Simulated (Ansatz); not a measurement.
## A computed series for LaCoO3: pressure series

Base system: LaCoO₃ (space group R-3c, No. 167; a = 5.404 Å, c = 12.932 Å (hexagonal axes); ferromagnetic).

Cell and atoms are relaxed at each pressure.

Calculations: Ansatz (a quantum-chemistry and plane-wave program) PBEsol, no SOC.

Task: Only one of these ends up non-magnetic. Which?
(A) pressure 7.5 GPa
(B) pressure 0.3 GPa
(C) pressure 1.5 GPa
(D) pressure 5 GPa
(E) pressure 3 GPa

Result: A, pressure 7.5 GPa. Computed: pressure 5 GPa: ferromagnetic; pressure 0.3 GPa: ferromagnetic; pressure 1.5 GPa: ferromagnetic; pressure 3 GPa: ferromagnetic; pressure 7.5 GPa: non-magnetic

Load acts through the strain it causes; cell and atoms are relaxed under it. No phonon test of stability was made. Competing high-pressure phases were not computed. Starting moments died away, wholly or in part, for pressure 7.5 GPa; another magnetic solution may exist. No Hubbard U is applied and the magnetic state is the run's own (LaCoO3 ferromagnetic; LaCoO3 non-magnetic); other magnetic orders, which need larger cells, were not tried and can change the gap.
